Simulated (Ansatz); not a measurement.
## A computed series for CuI: response to strain

Base system: CuI in the zinc blende structure (space group F-43m, No. 216; a = 5.862 Å). Axes: x, y, z lie along the cube axes.

Strains are applied to the cell and any free atomic positions relax; under biaxial strain the out-of-plane vector relaxes too.

The values are results of Ansatz (an electronic-structure program) LDA, no spin-orbit coupling, not measurements.

| case | shortest interatomic distance | electron mass | band gap |
|---|---|---|---|
| base | 2.538 Å | 0.14 mₑ (at Γ) | 1.22 eV |
| biaxial strain −2.50 %, plane normal [111], relaxed out of plane | 2.516 Å | 0.12 mₑ out of plane, 0.15 mₑ in plane (at Γ) | 1.24 eV |
| biaxial strain −2.08 %, plane normal [111], relaxed out of plane | (withheld) | 0.12 mₑ out of plane, 0.15 mₑ in plane (at Γ) | 1.24 eV |
| biaxial strain −1.67 %, plane normal [111], relaxed out of plane | 2.523 Å | 0.12 mₑ out of plane, 0.15 mₑ in plane (at Γ) | 1.24 eV |
| biaxial strain −1.25 %, plane normal [111], relaxed out of plane | 2.526 Å | 0.13 mₑ out of plane, 0.14 mₑ in plane (at Γ) | 1.24 eV |
| biaxial strain −0.83 %, plane normal [111], relaxed out of plane | 2.530 Å | 0.13 mₑ out of plane, 0.14 mₑ in plane (at Γ) | 1.24 eV |
| biaxial strain +0.42 %, plane normal [111], relaxed out of plane | 2.541 Å | 0.14 mₑ (at Γ) | 1.20 eV |
| biaxial strain +0.83 %, plane normal [111], relaxed out of plane | 2.544 Å | 0.14 mₑ out of plane, 0.13 mₑ in plane (at Γ) | 1.17 eV |
| biaxial strain +1.67 %, plane normal [111], relaxed out of plane | 2.549 Å | 0.15 mₑ out of plane, 0.13 mₑ in plane (at Γ) | 1.12 eV |
| biaxial strain +2.08 %, plane normal [111], relaxed out of plane | 2.552 Å | 0.15 mₑ out of plane, 0.13 mₑ in plane (at Γ) | 1.10 eV |

Task: Some entries are withheld; estimate them.

Result: 
- biaxial strain −2.08 %, plane normal [111], relaxed out of plane, shortest interatomic distance: 2.520 Å

With I present, leaving out spin-orbit coupling can change the band edges. Masses are band curvatures over ±0.01 Å⁻¹ around the edge. No phonon test of stability was made. The final runs are not spin-polarised.
